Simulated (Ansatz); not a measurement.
Functionals compared on the (100) surface of rock-salt TiC, Ru on all Ti sites of the top plane (bottom of the slab: a bare face, its two planes held), in Ansatz (plane waves, PAW). The structure was relaxed with PBE; the other rows are single points on it. Cutoff 420 eV (500 eV for r2SCAN).

Slab: 12 atoms, 10.7 Å thick at the start with caps and adatoms (thin: gaps and levels are the slab's own); k 12x12x1, smearing 0.1 eV, dipole-corrected; 4 atoms held, the rest relaxed; symmetry of the start imposed; no spin, no spin-orbit, no U. In PBE it is, or lies within 0.01 eV a 1x1 cell of, the lowest of the 2 structures of its composition computed so far; subsurface sites and larger cells were not tried. These notes are the PBE run's.

```json
[
 {"functional": "PBE", "work function of the top face (eV)": "4.57", "rough cost of the single point": "–"},
 {"functional": "RPBE", "work function of the top face (eV)": "4.40", "rough cost of the single point": "about 24 core-seconds (a rough figure)"},
 {"functional": "r2SCAN", "work function of the top face (eV)": "___", "rough cost of the single point": "around 50 core-seconds (rough)"}
]
```

Question: Some entries are withheld; supply them.

Answer: 
- r2SCAN, work function of the top face (eV): 4.58

Ansatz is a program for electronic structure.
